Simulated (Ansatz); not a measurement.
Consider Te (space group P3_121, No. 152; a = 4.6235 Å, c = 5.9044 Å; made of chains).

The values are results of Kohn–Sham DFT with the r2SCAN functional, run in Ansatz (an electronic-structure program) with PAW and 500 eV plane waves, without spin-orbit coupling, earlier PAW set, not measurements.

For the base:

The pressure is 0.00 GPa.

One thing is altered: an isotropic linear strain of −3.81 %; the atoms relax in the strained cell.

Question: Predict the new energy relative to the base, largest internal atomic displacement and pressure.

Answer: The energy rises by 36 meV/atom; the largest internal atomic displacement is 0.100 Å; the pressure (mean of the normal stresses, compression positive) goes from zero to 3.31 GPa.

Whether these cells are dynamically stable was not tested. No dispersion term is included, though the crystal is made of layers, chains or molecules, so its spacings can come out too wide.
